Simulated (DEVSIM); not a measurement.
## Si p+/n-/n+ power diode

System: Si p+/n-/n+ power diode, at 300 K.

```csv
layer (left to right),material,thickness (μm),Nd (cm⁻³),Na (cm⁻³),τn (s),τp (s)
1,Si,1.20,-,8.2e18,2.8e-5,2.8e-5
2,Si,27.0,1.8e15,-,2.8e-5,2.8e-5
3,Si,1.20,2.1e18,-,2.8e-5,2.8e-5
```

Left contact: ohmic. Right contact: ohmic. Voltage is applied to the left contact. Recombination: SRH at mid-gap, Auger. Gap narrowing is on: ΔEg = 6.92 meV × (l + √(l² + 0.5)), l = ln(N/1.3e17 cm⁻³), shared equally by both band edges. Mobility is μmin + (μ − μmin)/(1 + (N/Nref)^α).

This is a model device: material constants are rounded textbook-type values typed into the input, and sizes, dopings and lifetimes were drawn at random. Values at 300 K.

| parameter | Si |
|---|---|
| gap (eV) | 1.124 |
| affinity (eV) | 4.05 |
| permittivity | 11.7 |
| Nc (cm⁻³) | 2.86e19 |
| Nv (cm⁻³) | 3.1e19 |
| μn (cm²/Vs) | 1417 |
| μp (cm²/Vs) | 470 |
| μn,min | 52 |
| μp,min | 45 |
| Nref,n | 9.7e16 |
| Nref,p | 2.2e17 |
| αn | 0.68 |
| αp | 0.72 |
| Cn (cm⁶/s) | 2.8e-31 |
| Cp (cm⁶/s) | 9.9e-32 |

Model (solved in DEVSIM): 1D drift-diffusion, Boltzmann statistics, complete ionisation; no tunnelling, impact ionisation, image-force lowering or self-heating.

```json
{
 "potential_step_across_the_device_at_zero_bias": "0.974 V",
 "Dark forward voltage at 1 A/cm²": "0.704 V",
 "Dark forward voltage at 100 A/cm²": "0.838 V"
}
```

Dark forward current:

```tsv
V (V)	J (A/cm²)
0.05	4.0e-10
0.10	1.5e-9
0.15	5.0e-9
0.20	1.8e-8
0.25	7.4e-8
0.30	3.7e-7
0.35	2.2e-6
0.40	1.4e-5
0.45	9.3e-5
0.50	0.00063
0.55	0.0042
0.60	0.025
0.65	0.15
0.70	0.88
0.75	5.3
0.80	30
0.85	150
0.90	570
0.95	1700
1.00	4100
```

Dark reverse current:

| V (V) | J (A/cm²) |
|---|---|
| -2.00 | -2.6e-9 |
| -5.00 | -4.7e-9 |
| -10.00 | -7.1e-9 |
| -15.00 | -9.0e-9 |
| -20.00 | -1.0e-8 |
| -30.00 | -1.3e-8 |
| -40.00 | -1.5e-8 |
| -50.00 | -1.7e-8 |
| -65.00 | -2.0e-8 |
| -80.00 | -2.2e-8 |
| -100.00 | -2.5e-8 |
